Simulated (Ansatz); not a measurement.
Defect: Al vacancy in corundum, charge state -3. Calculation: PBE, PAW (plane waves to 420 eV; Ansatz, an electronic-structure program).

Cell of 120 host sites held at the relaxed PBE lattice; the Γ point alone; Fermi-Dirac width 0.01 eV, spin-restricted; finite-size errors left in. Energies are static. The charge state is imposed; whether it is stable for some Fermi level was not computed. Forms of the defect that were not tried may lie lower.

Barriers: single points on a 2×2×2 k-point mesh shifted by half a step along c at the bands' geometries.

The step: one Al atom jumps into the vacancy from a nearby Al site; the atom moves 2.25 Å along (0.00, 0.00, 0.17) of the unit cell; the moving atom starts with neighbours 3 O at 1.85, 3 O at 2.01 Å and ends with 3 O at 1.85, 3 O at 2.01 Å.

Task: What is the computed migration barrier of this step (PBE, PAW)?

Result: 1.76 eV, the same both ways. At the saddle the moving atom has neighbours 3 O at 1.69 Å. The saddle point's order was not checked, and it lies on a symmetry element of the cell, where a band can be held.
